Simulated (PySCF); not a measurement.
PySCF 2.14.0, TPSSH/def2-tzvp, df: Cd(F)(fmdH) ([F][Cd]1[NH]C=[NH]->1), 8 atoms. The geometry is a generated start, not checked to be a minimum at this level.

```
Item                                                Result
-------------------------  -------------------------------
task                                                energy
method                                               tpssh
basis                                            def2-tzvp
two-electron scheme                        density fitting
mol.max_memory                                     3000 MB
mf.max_cycle                                           100
mf.conv_tol                                1e-09 (default)
mf.grids.level                                 3 (default)
effective core potentials  those of the basis set, past Kr
basis functions                                        182
grid points                                         108000
```

```xyz
8

Cd    -0.3012     1.1221    -1.0566
F     -0.9576     2.4163    -2.3397
C      0.2233    -0.6496     0.6222
N      0.2690    -0.9042    -0.6575
N     -0.0969     0.5590     0.9992
H      0.4532    -1.4250     1.3581
H      0.5247    -1.8463    -0.9217
H     -0.1146     0.7277     1.9961
```

Charge 0 and multiplicity 1 are set for this test and not shown to be the ground state.

With the defaults (mf.DIIS = CDIIS, mf.diis = true, mf.level_shift = 0, mf.diis_space = 8, mf.init_guess = minao, mf.damp = 0, mf.diis_start_cycle = 1) it converges in 17 Fock builds. One run each on 2 threads, 1 BLAS thread, with these changes:
- mf.diis_space = 20
- mf.diis_space = 5
- mf.damp = 0.3, mf.diis_start_cycle = 4
- mf.init_guess = 1e
- mf.level_shift = 1 Hartree
- mf.init_guess = atom
- mf.diis = false
- mf.diis_space = 12
- mf.DIIS = EDIIS

Name the settings that don't reach the solution of the defaults.

No convergence: mf.DIIS = EDIIS; mf.diis = false (the run ends without SCF convergence in 100 cycles). The rest reach the solution of the defaults.

```json
[
 {"setting": "mf.init_guess = atom", "Fock builds": "14", "end": "same solution"},
 {"setting": "mf.diis_space = 12", "Fock builds": "16", "end": "same solution"},
 {"setting": "mf.diis_space = 20", "Fock builds": "16", "end": "same solution"},
 {"setting": "the defaults", "Fock builds": "17", "end": "same solution"},
 {"setting": "mf.diis_space = 5", "Fock builds": "18", "end": "same solution"},
 {"setting": "mf.init_guess = 1e", "Fock builds": "23", "end": "same solution"},
 {"setting": "mf.damp = 0.3, mf.diis_start_cycle = 4", "Fock builds": "28", "end": "same solution"},
 {"setting": "mf.level_shift = 1 Hartree", "Fock builds": "41", "end": "same solution"},
 {"setting": "mf.DIIS = EDIIS", "Fock builds": "101", "end": "no convergence"},
 {"setting": "mf.diis = false", "Fock builds": "101", "end": "no convergence"}
]
```
